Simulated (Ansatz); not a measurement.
An Ansatz (a program for electronic structure) run: CsSnI3 with a change (tensor shear ε_xy = +0.33 %); LDA in Ansatz (plane waves to 420 eV, PAW, no spin-orbit coupling).

Input:

Ansatz 0.2 input:
```yaml
crystal:
  lattice:
    - [6.0305106693, 0.0199006852, 0]
    - [0.0199006852, 6.0305106693, 0]
    - [0, 0, 6.0305106693]
  atoms:
    - { symbol: Cs, position: [0, 0, 0] }
    - { symbol: Sn, position: [0.5, 0.5, 0.5] }
    - { symbol: I, position: [0.5, 0, 0.5] }
    - { symbol: I, position: [0, 0.5, 0.5] }
    - { symbol: I, position: [0.5, 0.5, 0] }
basis: { ecutwfc: 420, ecutrho_ratio: 4, xc_grid: 2, fft_grid_basis: typed }
kpoints: { mp_grid: { grid: [8, 8, 8] } }
hamiltonian:
  xc: lda
  dispersion: none
  pseudopotentials: { kind: paw }
scf: { occupations: { method: fermi_dirac, width: 0.05 }, convergence: { dr2_threshold: 0.0000000005 } }
relax: { f_tol: 0.005, max_steps: 50 }
output: { forces: true, stress: true }
checkpoint: { write: state.ck, write_every: 1000 }
```

Output (explanatory and most iteration lines left out):

```
Relaxation: its limit of steps is 50 (relax.max_steps)
Pseudopotential: Cs, paw, valence charge 9
Pseudopotential: Sn, paw, valence charge 14
Pseudopotential: I, paw, valence charge 17
Crystal: 5 atoms, lattice volume = 219.310 Å³
Basis set: ecut = 420 eV, 4325 PW (Γ), exchange–correlation on 90×90×90 points (8 copies of the dense FFT grid, shifted against one another)
Bands: 45, of which v1, the nominal top of the filled ones, is band 37 counted from 1 (36 counted from 0)
Symmetry: 8 space group operations
Space group: Cmmm (ITA 65), of the structure as read, at distance tolerance 6.0e-5 Å
k-points: 105 of 512
Functional: x = slater, c = lda
SCF iter   1: F=—  HF=-33456.552848 eV  |F-HF|=—  |Δ(HF+E_count)|=         —  Δρ=4.17e-3  dr2=1.78e-2  ethr=1.77e-3  ⟨swp⟩=10.2  Hψ=24393  notcnv=0  defer=48
SCF iter   2: F=—  HF=-33456.547801 eV  |F-HF|=—  |Δ(HF+E_count)|=   5.05e-3  Δρ=2.13e-3  dr2=5.12e-3  ethr=2.40e-5  ⟨swp⟩=2.0  Hψ=7973  notcnv=0  defer=138
SCF 1 converged in 9 iterations: F = -33456.547255 eV  dr2 = 1.55e-11
relax step   1: F+E_penalty+E_count = -33456.54725531 eV  Δ(F+E_penalty+E_count) = +0.000e0 eV  max|allowed force component| = 1.893e-28 eV/Å  Δτ_max = 0.0000 Å  (9 SCF iters, accepted)
SCF converged after 9 iterations
Free energy (F): -33456.547255 eV
Internal energy: -33456.546536 eV  (E = F + TS)
E sigma→0 (E₀):  -33456.546896 eV
Entropy (-TS):   -0.000719 eV (-0.144 meV/atom)
Fermi energy:    6.095629 eV
--- Forces (eV/Å), atoms counted from 1 ---
  atom   1  Cs     0.00000000     0.00000000     0.00000000
  atom   2  Sn     0.00000000    -0.00000000    -0.00000000
  atom   3  I      0.00000000    -0.00000000    -0.00000000
  atom   4  I     -0.00000000     0.00000000     0.00000000
  atom   5  I     -0.00000000     0.00000000    -0.00000000
--- Stress (GPa, compression-positive) ---
        0.002236      -0.029691       0.000000
       -0.029691       0.002236       0.000000
        0.000000       0.000000       0.001860
  P = ⅓ Tr σ = 0.0021 GPa (0.021 kbar)
--- Relaxed structure (1 steps of the walk, 1 accepted, 0 SCFs on fresh bases) ---
  atoms:
    - { symbol: Cs, position: [0.0, 0.0, 0.0] }
    - { symbol: Sn, position: [0.49999999999999994, 0.49999999999999994, 0.5] }
    - { symbol: I, position: [0.49999999999999994, 0.0, 0.5] }
    - { symbol: I, position: [0.0, 0.49999999999999994, 0.5] }
    - { symbol: I, position: [0.49999999999999994, 0.49999999999999994, 0.0] }
```

With I present, leaving out spin-orbit coupling can change the band edges. The cells carry an imposed strain or load. No phonon test of stability was made. The final runs are not spin-polarised. The cell was made from CsSnI$_{3}$ in the cubic perovskite structure (space group Pm-3m, No. 221) by this change: tensor shear ε_xy = +0.33 %. Many cubic perovskites are stable only at high temperature; tilts and polar distortions were not tested.
